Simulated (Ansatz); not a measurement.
The starting structures come from a database of crystals and need not be the phases stable at ambient conditions.

 Where the default PAW files enter, the runs use the earlier of Ansatz's two default sets.

Inside the gap of an insulator the Bloch states are evanescent, with a wavenumber k + iκ along the transport direction.

Input:

```yaml
crystal:
  lattice:
    - [5.76189, 0.00000, 0.00000]
    - [0.00000, 6.64976, 0.00000]
    - [2.88095, 0.00000, 4.26806]
  atoms:
    - { symbol: V, position: [0.63953, 0.25000, 0.72094] }
    - { symbol: V, position: [0.36047, 0.75000, 0.27906] }
    - { symbol: In, position: [0.00000, 0.50000, 0.00000] }
    - { symbol: In, position: [0.00000, 0.00000, 0.00000] }
    - { symbol: O, position: [0.24793, 0.54433, 0.50414] }
    - { symbol: O, position: [0.75207, 0.45567, 0.49586] }
    - { symbol: O, position: [0.75207, 0.04433, 0.49586] }
    - { symbol: O, position: [0.24793, 0.95567, 0.50414] }
    - { symbol: O, position: [0.21858, 0.75000, 0.04848] }
    - { symbol: O, position: [0.78142, 0.25000, 0.95152] }
    - { symbol: O, position: [0.26706, 0.25000, 0.95152] }
    - { symbol: O, position: [0.73294, 0.75000, 0.04848] }
```

Space group of this cell: Cmcm. The cell is taken as given; by PBEsol its mean pressure is -1.7 GPa.

Transport runs along the normal of the first two printed cell vectors.

The gap is the functional's own. No spin-orbit coupling. Mid-gap values are interpolated on the energy grid.

### Question
Estimate the band gap and the smallest decay constant κ at mid-gap that PBEsol (Ansatz, an electronic-structure program) returns for this system.

### Answer
Gap 3.06 eV on a 8×6×8 mesh; κ = 0.521 1/Å, at the zone centre.
